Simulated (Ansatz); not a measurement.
Functionals compared on NH3 on the 1x1 (10-10) surface of wurtzite GaN (cut with top plane Ga + N), one in a 2x1 cell, started at the site 'bridge Ga-Ga-Ga-N-N-N (span 3.3 Å)', in Ansatz (plane waves, PAW). The structure was relaxed with PBE; the other rows are single points on it, each with its references at the same level. Cutoff 420 eV (500 eV for r2SCAN). HSE06 used the coarser mesh 3x3x1.

Host crystal: wurtzite GaN, with a band gap (PBE, scalar-relativistic without spin-orbit coupling).

Slab: 36 atoms, 9.3 Å thick at the start under the adsorbate (thin: gaps and levels are the slab's own); k 3x4x1, smearing 0.01 eV, dipole-corrected; 16 atoms held, the rest relaxed; no symmetry held; no spin, no spin-orbit, no U, no dispersion correction. At the end it is bonded to Ga. In PBE it is, or lies within 0.03 eV of, the lowest of the starts that converged. These notes are the PBE run's. Adsorption energies are against NH3(g). A negative adsorption energy means that the adsorbate is more stable on the surface than in its reference.

```
functional  adsorption energy (eV)          rough cost of the single point
----------  ----------------------  --------------------------------------
PBE                          -1.21                                       –
RPBE                         -0.94                roughly 2.5 core-minutes
r2SCAN                       -1.39           around 5 core-minutes (rough)
HSE06                        -1.27  about 90 core-minutes (a rough figure)
```

Ansatz is a program for electronic structure.
